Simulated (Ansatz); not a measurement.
Input:

```
Re
1.0
    2.80693     0.00000     0.00000
   -1.40346     2.38321     0.00000
    0.00000     0.00000     4.44007
Re
2
Direct
  0.66832   0.33664   0.75000
  0.33168   0.66336   0.25000
```

No spin polarisation.

Level of theory: Kohn–Sham DFT with the PBEsol functional, run in Ansatz (an electronic-structure program) with PAW and 420 eV plane waves, scalar-relativistic without spin-orbit coupling. k-mesh 24×24×13 (Γ-centred); smearing 0.1 eV (Fermi–Dirac).

Q: What is the computed stress (xx, yy, zz, yz, xz, xy; compression positive)?

A: (-11.6, -5.6, -4.7, 0.0, 0.0, 0.0) GPa.

Q: Estimate the band gap.

A: Zero.

Q: What is the computed space group?

A: Cmcm (No. 63).

The cells carry an imposed strain or load. Stability against distortions was not tested. The final runs are not spin-polarised. The cell was made from Re in the hcp (Mg type) structure (space group P6_3/mmc, No. 194) by this change: uniaxial strain ε_xx = +2.00 %.
